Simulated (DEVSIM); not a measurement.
System: abrupt GaAs p-n junction, at 300 K.

Layer 1 from the left is GaAs, thickness (μm) 17.0, Na (cm⁻³) 6.9e16, τn (s) 6e-8, τp (s) 6e-8. Layer 2 from the left is GaAs, thickness (μm) 2.50, Nd (cm⁻³) 1.5e17, τn (s) 6e-8, τp (s) 1.8e-9.

Left contact: ohmic. Right contact: ohmic. Voltage is applied to the left contact. Recombination: SRH at mid-gap. Mobility is constant in doping.

The device is made up for the run: typed textbook-type constants, with dimensions and the other settings drawn at random. Values at 300 K.

GaAs: gap (eV) 1.424, affinity (eV) 4.07, permittivity 12.9, Nc (cm⁻³) 4.7e17, Nv (cm⁻³) 9e18, μn (cm²/Vs) 8500, μp (cm²/Vs) 400.

Simulated with DEVSIM: 1D drift-diffusion, Boltzmann statistics, complete ionisation; no tunnelling, impact ionisation, image-force lowering or self-heating.

Dark forward current:

```
|V| (V)  |J| (A/cm²)
-------  -----------
0.05       4.259e-12
0.10       1.481e-11
0.15       4.286e-11
0.20       1.186e-10
0.25       3.241e-10
0.30       8.837e-10
0.35        2.415e-9
0.40        6.631e-9
0.45        1.835e-8
0.50        5.140e-8
0.55        1.469e-7
0.60        4.344e-7
0.65        1.366e-6
0.70        4.755e-6
0.75        1.920e-5
0.80        9.191e-5
0.85       0.0005096
0.90        0.003121
0.95         0.02024
1.00          0.1352
1.05          0.9157
1.10           6.167
1.15           38.67
1.20           190.8
1.25           667.3
1.30            1735
```

Question: Work out the local ideality factor n = ΔV / (kT/q · ln(J2/J1)) between the rows 0.15 and 0.20 V, 1.00 and 1.05 V, 1.25 and 1.30 V.

Answer: kT/q = 25.85 mV. From 0.15 to 0.20 V: ln(1.186e-10/4.286e-11) = 1.018, n = 1.90, near the 2 of recombination in the depletion region. From 1.00 to 1.05 V: ln(0.9157/0.1352) = 1.913, n = 1.01, near the 1 of diffusion or emission over a barrier. From 1.25 to 1.30 V: ln(1735/667.3) = 0.956, n = 2.02.

Question: Estimate the current at 1.00 V from the Shockley equation with J0 = Σ q ni² D/(N L) coth(W/L), τ joining the SRH, radiative and Auger lifetimes that are on, and W taken as the whole layer.

Answer: ni² = 5.04e12 cm⁻⁶; electrons in the p layer: μ = 8500 cm²/Vs, D = 220 cm²/s, τ = 6.00e-8 s, L = 36.3 μm, W/L = 0.47, term 1.62e-18 A/cm²; holes in the n layer: μ = 400 cm²/Vs, D = 10.3 cm²/s, τ = 1.80e-9 s, L = 1.36 μm, W/L = 1.8, term 4.29e-19 A/cm². J0 = 2.05e-18 A/cm², and J = J0 exp(qV/kT) = 0.130 A/cm². The simulation gives 0.135 A/cm²; the estimate lies 4.2 % below. The estimate leaves out recombination in the depletion region and that region's share of W.
